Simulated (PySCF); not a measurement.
PySCF 2.14.0, WB97X/def2-svp, df: Mo(NH)(NMe)(NH2)(Me) (C[N]=[Mo]([CH3])(=[NH])[NH2]), 15 atoms. The geometry is a generated start, not checked to be a minimum at this level.

| Property | Result |
|---|---|
| task | energy |
| method | wb97x |
| basis | def2-svp |
| two-electron scheme | density fitting |
| mol.max_memory | 3000 MB |
| mf.max_cycle | 100 |
| mf.conv_tol | 1e-09 (default) |
| mf.grids.level | 3 (default) |
| effective core potentials | those of the basis set, past Kr |
| basis functions | 146 |
| grid points | 180656 |

```xyz
15

Mo    -0.2043    -0.6325     0.1966
N      0.7364    -2.0680     0.4682
H      1.3882    -2.8473     0.4529
N      0.2665     0.4686    -1.0716
C      0.8918     1.1277    -2.1554
H      0.1914     1.7831    -2.6899
H      1.7258     1.7453    -1.7984
H      1.2965     0.3998    -2.8753
N     -2.1126    -0.8929     0.2396
H     -2.8110    -0.2995    -0.2130
H     -2.6066    -1.6930     0.6453
C      0.2558     0.5544     1.9487
H      1.3140     0.8283     2.0481
H     -0.0206     0.0283     2.8755
H     -0.3113     1.4977     1.9288
```

Charge 0 and multiplicity 1 are set for this test and not shown to be the ground state.

With the defaults (mf.DIIS = CDIIS, mf.diis = true, mf.damp = 0, mf.diis_start_cycle = 1, mf.diis_space = 8, newton = off, mf.diis_damp = 0, mf.init_guess = minao) it converges in 16 Fock builds. One run each on 2 threads, 1 BLAS thread, with these changes:
- mf.diis_space = 20
- mf.diis = false, mf.damp = 0.7, mf.diis_start_cycle = 999
- mf.diis_damp = 0.3
- mf.diis_space = 5
- mf.damp = 0.3, mf.diis_start_cycle = 4
- mf.DIIS = EDIIS
- newton = Hessian by the SCF's own integrals
- mf.init_guess = 1e
- mf.diis = false

### Question
Which runs fail or end elsewhere than the default run?

### Answer
No convergence: mf.DIIS = EDIIS; mf.diis = false (the run ends without SCF convergence in 100 cycles). The rest reach the solution of the defaults.

| setting | Fock builds | end |
|---|---|---|
| the defaults | 16 | same solution |
| mf.diis_damp = 0.3 | 16 | same solution |
| mf.diis_space = 20 | 16 | same solution |
| mf.damp = 0.3, mf.diis_start_cycle = 4 | 17 | same solution |
| mf.diis_space = 5 | 18 | same solution |
| mf.init_guess = 1e | 23 | same solution |
| newton = Hessian by the SCF's own integrals | 36 | same solution |
| mf.diis = false, mf.damp = 0.7, mf.diis_start_cycle = 999 | 45 | same solution |
| mf.DIIS = EDIIS | 101 | no convergence |
| mf.diis = false | 101 | no convergence |

Under newton the count holds the products with the orbital Hessian.
